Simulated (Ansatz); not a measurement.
We consider CaMoO₄ (I4₁/a, No. 88), described by r²SCAN (Ansatz, a quantum-chemistry and plane-wave program, PAW).

Run with plane-wave cutoff 560 eV, 10×10×10 k mesh, Fermi–Dirac smearing 0.01 eV, no spin polarisation, scalar-relativistic PAW data made under PBE.

Cell (measured lattice):

```xyz
12
Lattice="-2.6118 2.6118 5.7142 2.6118 -2.6118 5.7142 2.6118 2.6118 -5.7142" Properties=species:S:1:pos:R:3 pbc="T T T"
Mo     0.0000     0.0000     5.7142
Mo     2.6118     0.0000     2.8571
Ca     0.0000     0.0000     0.0000
Ca     0.0000     2.6118     2.8571
O      1.3404     0.7736     1.8926
O      0.7736     1.2714     4.7497
O      3.8832    -0.7736     1.8926
O      1.8382     1.3404    -0.9646
O      1.2714    -0.7736     6.6788
O      1.8382    -1.2714     3.8217
O      1.3404     3.3854     0.9646
O      3.3854     1.2714     3.8217
```

### Question
Predict the band gap.

### Answer

band gap: 3.85 eV

Note: cell and atoms aren't relaxed at this level (largest force component 0.07 eV/Å, pressure 0.4 GPa).

Spin–orbit coupling is not included.

Static lattice: no zero-point or thermal effects.

It cost roughly 4 core-minutes of CPU time.
